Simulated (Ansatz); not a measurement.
LiTaO₃ (space group R3c, No. 161)

LiTaO3 has the trigonal space group R3c, hexagonal axes (No. 161), Pearson symbol hR10. Conventional cell: a = 5.1918 Å, b = 5.1918 Å, c = 13.9220 Å, α = 90.00°, β = 90.00°, γ = 120.00°. Li on 6a is coordinated by 3 O at 2.068 Å and 3 O at 2.308 Å. Ta on 6a has 3 O at 1.922 Å and 3 O at 2.091 Å (octahedral). O on 18b is surrounded by 1 Ta at 1.922 Å and 1 Ta at 2.091 Å and 1 Li at 2.068 Å and 1 Li at 2.308 Å. (Neighbours: up to the widest gap in distance over summed covalent radii, below 1.35, at either atom; cation-cation and far metal-metal contacts left out.)
(The calculation used a cell of 10 atoms; values per cell refer to that cell.)

Calculations: DFT with PBE, PAW potentials and a 420 eV plane-wave cutoff in Ansatz (an electronic-structure program), spin-orbit coupling left out. Settings: 8×8×8 k-points, 0.05 eV Fermi–Dirac smearing.

| Quantity | Value |
|---|---|
| Volume per atom | 10.83 Å³ |
| Density | 7.23 g/cm³ |
| Band gap | 3.80 eV (uncertain: the edges found on the path are not clean extrema) |
| Total energy | -2369.077 eV/atom (σ→0; compares only within this code and set-up) |

With Ta present, leaving out spin-orbit coupling can change the band edges. Whether these cells are dynamically stable was not tested.
